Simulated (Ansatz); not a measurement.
Defect migration in polar orthorhombic HfO2: O vacancy, charge state +2. The step: a nearby O atom hops onto the vacant site; the atom moves 2.58 Å along (0.20, 0.02, 0.46) of the unit cell; the moving atom starts with neighbours Hf at 2.04, Hf at 2.15, Hf at 2.18; O at 2.60, O at 2.66 Å and ends with 2 Hf at 2.09, Hf at 2.18; O at 2.55, O at 2.64 Å. DFT values are from Ansatz (plane-wave PAW, 420 eV unless said) in a cell of 96 host sites, spin-restricted, static, with no finite-size correction. The host's phase is taken as given; its stability against other phases was not computed. The charge state is imposed; whether it is stable for some Fermi level was not computed. Forms of the defect that were not tried may lie lower. For the PBE band: the saddle point's order was not checked.

```json
[
 {"Level": "CHGNet universal potential (has no charge state), its own band", "Forward barrier (eV)": "0.47", "Cost of the band or of the saddle's single point": "-"},
 {"Level": "PBE, the Γ point alone, band relaxed", "Forward barrier (eV)": "0.50", "Cost of the band or of the saddle's single point": "about 20 core-minutes (a rough figure)"},
 {"Level": "PBE, a 2×2×2 k-point mesh shifted by half a step, same geometries", "Forward barrier (eV)": "0.50", "Cost of the band or of the saddle's single point": "around 8 core-minutes (rough)"},
 {"Level": "r2SCAN at 500 eV, the Γ point alone, same geometries", "Forward barrier (eV)": "…", "Cost of the band or of the saddle's single point": "very roughly 110 core-seconds"}
]
```

**Question.** Complete the blanks.

**Answer.** 
- r2SCAN at 500 eV, the Γ point alone, same geometries, Forward barrier (eV): 0.53

Ansatz is a quantum-chemistry and plane-wave program.
